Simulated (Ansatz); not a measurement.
```
ZnS
1.0
    0.00000     2.67828     2.67828
    2.67828     0.00000     2.67828
    2.67828     2.67828     0.00000
Zn S
1 1
Direct
  0.00000   0.00000   0.00000
  0.25000   0.25000   0.25000
```

Method: r2SCAN, rigid bands (plane waves, PAW, scalar-relativistic; Ansatz, an electronic-structure program). Condition of this run: functional r2SCAN on the same cell. How the cell was made: cell and atoms relaxed with PBEsol.

### Question
What conductivity effective mass do dilute electrons have at 300 K?

### Answer
0.21 mₑ.

### Question
Predict the hole conductivity mass (n e² τ/σ) at 300 K, by direction if it differs.

### Answer
0.75 mₑ.

### Question
And the band gap?

### Answer
2.78 eV at this level; semilocal functionals usually fall short of the measured gap.

Rigid bands, one relaxation time for all states, no polarons. Spin-orbit coupling is left out; where it splits the top of the valence band it changes the hole mass and lowers the gap by about a third of the splitting. Geometry: cell and atoms relaxed with PBEsol.
